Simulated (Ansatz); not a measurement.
GaP: response to strain

Start from GaP in the zinc blende structure (space group F-43m, No. 216; a = 5.391 Å). Axes: x, y, z lie along the cube axes.

Strains are applied to the cell and any free atomic positions relax; under biaxial strain the out-of-plane vector relaxes too.

Calculations: LDA in Ansatz (plane waves to 420 eV, PAW, no SOC).

Notes on the quantities. in-plane stress: mean in-plane stress (compression positive).

```csv
change,in-plane stress,out-of-plane strain
"biaxial strain −3.00 %, plane normal [001], relaxed out of plane",+4.9 GPa,+2.65 %
"biaxial strain −2.50 %, plane normal [001], relaxed out of plane",+4.0 GPa,+2.21 %
"biaxial strain −2.00 %, plane normal [001], relaxed out of plane",+3.2 GPa,+1.77 %
"biaxial strain −1.00 %, plane normal [001], relaxed out of plane",+1.5 GPa,+0.89 %
"biaxial strain +1.00 %, plane normal [001], relaxed out of plane",-1.4 GPa,-0.91 %
"biaxial strain +1.50 %, plane normal [001], relaxed out of plane",-2.1 GPa,-1.36 %
"biaxial strain +2.00 %, plane normal [001], relaxed out of plane",-2.8 GPa,-1.82 %
"biaxial strain +2.50 %, plane normal [001], relaxed out of plane",-3.4 GPa,-2.29 %
"biaxial strain +3.00 %, plane normal [001], relaxed out of plane",-4.0 GPa,-2.76 %
```

Stability against distortions was not tested.

Ansatz is a quantum-chemistry and plane-wave program.
